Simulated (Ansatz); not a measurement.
# A computed series for Pt: response to strain

Consider Pt in the fcc (Cu type) structure (space group Fm-3m, No. 225; a = 3.9198 Å; relaxed with 0.1 eV smearing).

Strains are applied to the cell and any free atomic positions relax.

The values are results of Kohn–Sham DFT with the PBEsol functional, run in Ansatz (a program for electronic structure) with PAW and 420 eV plane waves, spin-orbit coupling left out, not measurements.

Notes on the quantities. energy relative to the base: free energy F.

```
change                     pressure  energy relative to the base  volume per atom
------------------------  ---------  ---------------------------  ---------------
base                        0.0 GPa                   0 meV/atom         15.06 Å³
isotropic strain −3.00 %   33.3 GPa                +124 meV/atom         13.74 Å³
isotropic strain −2.50 %   26.6 GPa                 +84 meV/atom         13.96 Å³
isotropic strain −2.00 %   20.4 GPa                 +53 meV/atom         14.17 Å³
isotropic strain −1.50 %          …                 +29 meV/atom         14.39 Å³
isotropic strain +0.50 %          …                +3.0 meV/atom         15.28 Å³
isotropic strain +1.00 %   -7.9 GPa                 +12 meV/atom         15.51 Å³
isotropic strain +1.50 %  -11.3 GPa                 +25 meV/atom         15.74 Å³
isotropic strain +2.50 %  -17.3 GPa                 +68 meV/atom         16.21 Å³
isotropic strain +3.00 %  -19.9 GPa                 +95 meV/atom         16.45 Å³
```

Question: Complete the table.

Answer: 
- isotropic strain −1.50 %, pressure: 14.6 GPa
- isotropic strain +0.50 %, pressure: -4.1 GPa

Stability against distortions was not tested. The final runs are not spin-polarised. Pt lies near a magnetic instability that expansion can trigger; it was not tested.
